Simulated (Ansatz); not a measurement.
Here is the system:

```yaml
crystal:
  lattice:
    - [2.36460, 1.36520, 4.26498]
    - [-2.36460, 1.36520, 4.26498]
    - [0.00000, -2.73040, 4.26498]
  atoms:
    - { symbol: Al, position: [0.64775, 0.64775, 0.64775] }
    - { symbol: Al, position: [0.14775, 0.14775, 0.14775] }
    - { symbol: Al, position: [0.35225, 0.35225, 0.35225] }
    - { symbol: Al, position: [0.85225, 0.85225, 0.85225] }
    - { symbol: O, position: [0.75000, 0.44430, 0.05570] }
    - { symbol: O, position: [0.05570, 0.75000, 0.44430] }
    - { symbol: O, position: [0.25000, 0.55570, 0.94430] }
    - { symbol: O, position: [0.55570, 0.94430, 0.25000] }
    - { symbol: O, position: [0.94430, 0.25000, 0.55570] }
    - { symbol: O, position: [0.44430, 0.05570, 0.75000] }
```

No spin polarisation.

Level of theory: LDA (Ansatz, an electronic-structure program; PAW; 420 eV plane waves; no SOC). Γ-centred 9×9×9 mesh, Fermi–Dirac width 0.05 eV.

Question: Predict the electron mass, valence-band top at Γ, stress and space group.

Answer: 
- Electron mass: 0.44 mₑ along z, 0.39 mₑ across (at Γ)
- Valence-band top at Γ (three highest levels, from the VBM): 0.00, -0.11, -0.11 eV
- Stress (xx, yy, zz, yz, xz, xy; compression positive): (0.97, 0.97, 3.73, 0.00, 0.00, 0.00) GPa
- Space group: R-3c (No. 167)

The levels and masses belong to the bands next to the band gap. The cells carry an imposed strain or load. Masses are band curvatures over ±0.01 Å⁻¹ around the edge. No phonon test of stability was made. The cell was made from Al2O3 in the corundum structure (space group R-3c, No. 167) by this change: uniaxial strain ε_zz = −0.75 %.
